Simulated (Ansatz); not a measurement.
InP: pressure series

Base system: InP in the zinc blende structure (space group F-43m, No. 216; a = 5.9070 Å).

Cell and atoms are relaxed at each pressure.

The values are results of plane-wave PAW DFT at the r2SCAN level (Ansatz, a quantum-chemistry and plane-wave program, 500 eV), no spin-orbit coupling, not measurements.

Candidates:
(a) pressure −2 GPa
(b) pressure 50 GPa
(c) pressure 7 GPa
(d) pressure 3 GPa

Before the change:

The band gap comes out as 1.03 eV.

Q: Order them by band gap, lowest first.

A: (a) pressure −2 GPa (0.84 eV), (d) pressure 3 GPa (1.26 eV), (b) pressure 50 GPa (1.29 eV), (c) pressure 7 GPa (1.52 eV)

Load acts through the strain it causes; cell and atoms are relaxed under it. Whether these cells are dynamically stable was not tested. Measured, InP leaves this structure (for rock salt) near 9.8 GPa (temperature not stated; as listed in Datta, Sujoy, Jana, Debnarayan, arXiv (2020)).
